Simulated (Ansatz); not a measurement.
```yaml
crystal:
  lattice:
    - [-0.00257, 4.62526, 4.62446]
    - [4.62189, 0.00000, 4.62189]
    - [4.62446, 4.62526, -0.00257]
  atoms:
    - { symbol: Zr, position: [0.99803, 0.00197, 0.99803] }
    - { symbol: Zr, position: [0.99768, 0.00000, 0.50232] }
    - { symbol: Zr, position: [0.99803, 0.50197, 0.99803] }
    - { symbol: Zr, position: [0.99768, 0.50000, 0.50232] }
    - { symbol: Zr, position: [0.50232, 0.00000, 0.99768] }
    - { symbol: Zr, position: [0.50197, 0.99803, 0.50197] }
    - { symbol: Zr, position: [0.50232, 0.50000, 0.99768] }
    - { symbol: Zr, position: [0.50197, 0.49803, 0.50197] }
    - { symbol: N, position: [0.25000, 0.25000, 0.25000] }
    - { symbol: N, position: [0.25000, 0.25000, 0.75000] }
    - { symbol: N, position: [0.25000, 0.75000, 0.25000] }
    - { symbol: N, position: [0.25000, 0.75000, 0.75000] }
    - { symbol: N, position: [0.75000, 0.25000, 0.25000] }
    - { symbol: C, position: [0.75000, 0.25000, 0.75000] }
    - { symbol: N, position: [0.75000, 0.75000, 0.25000] }
    - { symbol: C, position: [0.75000, 0.75000, 0.75000] }
```

The mixing enthalpy is taken against the end members in the rock salt type, relaxed in the same cell and mesh.

The numbers are results of PBE (plane waves to 420 eV, PAW; Ansatz, a quantum-chemistry and plane-wave program), not measurements. Spin–orbit coupling is left out. Its k-point mesh 5×5×5, Fermi–Dirac width 0.05 eV.

Task: Give the composition and order of this alloy cell, and its volume, bond lengths and mixing enthalpy.

Result: A 16-atom cell of Zr(N,C) started in the rock salt structure, site fractions N 0.750, C 0.250, short-range order -0.11 in the first shell of the mixed sites (0 is random, a negative value favours unlike neighbours), space group Cmmm at the end, an ordered arrangement that its symmetry holds.
- volume per atom = 12.36 Å³
- N–Zr bonds = 2.317 Å on average, from 2.312 to 2.331 (36)
- C–Zr bonds = 2.299 Å on average, from 2.294 to 2.302 (12)
- mixing enthalpy per site of the mixed sublattice = -79 meV
- departure of the mean lattice parameter from Vegard's line = under 0.15 %, inside the noise of the relaxations
